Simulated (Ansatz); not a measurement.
**InAs: uniaxial strain ε_zz = −2.50 %**

Consider InAs in the zinc blende structure (space group F-43m, No. 216; a = 6.110 Å). Axes: x, y, z lie along the cube axes.

Now apply this change: uniaxial strain ε_zz = −2.50 %, all other strain components held at zero, atoms relaxed at fixed cell.

Level of theory: Ansatz (a program for electronic structure) r2SCAN, without spin-orbit coupling. Γ-centred 9×9×9 mesh, Fermi–Dirac width 0.05 eV.

```csv
quantity,base,changed,shift
space group,F-43m (No. 216),I-4m2 (No. 119),–
shortest interatomic distance,2.646 Å,2.624 Å,-0.022 Å
energy relative to the base (free energy F),0 meV/atom,+4.6 meV/atom,+4.6 meV/atom
"pressure (mean of the normal stresses, compression positive)",0.00 GPa,1.52 GPa,+1.52 GPa
band gap,0.08 eV,0.14 eV,+0.06 eV
gap character,direct at Γ,direct at Γ,–
"valence-band top at Γ (three highest levels, from the VBM)","0.00, 0.00, 0.00 eV","0.00, -0.12, -0.12 eV",–
"valley order (the lowest conduction-band minima on the path, energy above the VBM, named in the base's zone)",Γ 0.08 eV; L along ⟨111⟩ 1.25 eV,Γ 0.14 eV; L along [1-11] 1.22 eV,–
"stress (xx, yy, zz, yz, xz, xy; compression positive)",–,"(1.22, 1.22, 2.11, 0.00, 0.00, 0.00) GPa",–
```

No phonon test of stability was made. A zero or small gap of InAs can be the functional's error rather than a property of the material. k-point labels follow each cell's own Brillouin zone.
